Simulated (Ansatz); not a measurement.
# CsCl-type CuZn

The numbers are results of HSE06-D3(BJ) (PAW; Ansatz, a quantum-chemistry and plane-wave program), not measurements.

Numerical settings: plane-wave cutoff 460 eV, 10×10×10 k mesh, Fermi–Dirac smearing 0.05 eV, no spin polarisation, scalar-relativistic PAW data made under PBE.

Cell: relaxed at this level.

| Item | Value |
|---|---|
| equilibrium volume per atom | 12.16 Å³/atom |
| bulk modulus B0 | 135 GPa |
| lattice constant a | 2.897 Å |
| pressure derivative B′ of the bulk modulus | 4.8 |

Measured, for comparison: equilibrium volume per atom 12.93 Å³/atom, lattice constant a 2.958 Å (temperature not stated, not corrected to a static lattice; as tabulated in First-Principles Study on the Electrical and Thermal Conductivities of Cu–Zn …); bulk modulus 116 GPa (temperature not stated, not corrected to a static lattice; as tabulated in Nepal et al. (2020), arXiv:2007.11150). Computed (rounded) less measured: equilibrium volume per atom -6.0 %, bulk modulus +16 %, lattice constant a -2.1 %.

Note: the run has no spin polarisation, so it can have missed a magnetic state.

The result took roughly 21 core-minutes.
